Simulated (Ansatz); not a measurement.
PBE against PBEsol: hypothetical cubic perovskite BaSnSe3, pressure 7.5 GPa

The parent structure is BaSnSe$_{3}$ in the cubic perovskite structure (space group Pm-3m, No. 221; a = 5.3604 Å; a hypothetical phase, not in the database extracts checked).

(Cell as relaxed with PBE.)

Levels (all Ansatz, a quantum-chemistry and plane-wave program, PAW): PBE (420 eV, no SOC); PBEsol (420 eV, no spin-orbit coupling).

Each level relaxes its own structure.

| base | PBE | PBEsol |
|---|---|---|
| volume per atom | 30.80 Å³ | 29.27 Å³ |
| lattice parameter a | 5.360 Å | 5.270 Å |
| band gap | zero | zero |

One thing is altered: a hydrostatic pressure of 7.5 GPa.

```
quantity              PBE  PBEsol
---------------  --------  ------
volume per atom  27.11 Å³       ?
band gap             zero       ?
```

Task: Given the PBE results, estimate those of PBEsol.

Result: 
- volume per atom, PBEsol: 26.10 Å³
- band gap, PBEsol: zero

PBE's volume per atom lies 1.01 Å³ above PBEsol's (3.9 %); the two agree on the band gap. Neither level is exact; PBEsol is the comparison here, not a measurement.

Load acts through the strain it causes; cell and atoms are relaxed under it. Stability against distortions was not tested. Competing high-pressure phases were not computed. All final runs are without spin polarisation. Many cubic perovskites are stable only at high temperature; tilts and polar distortions were not tested.
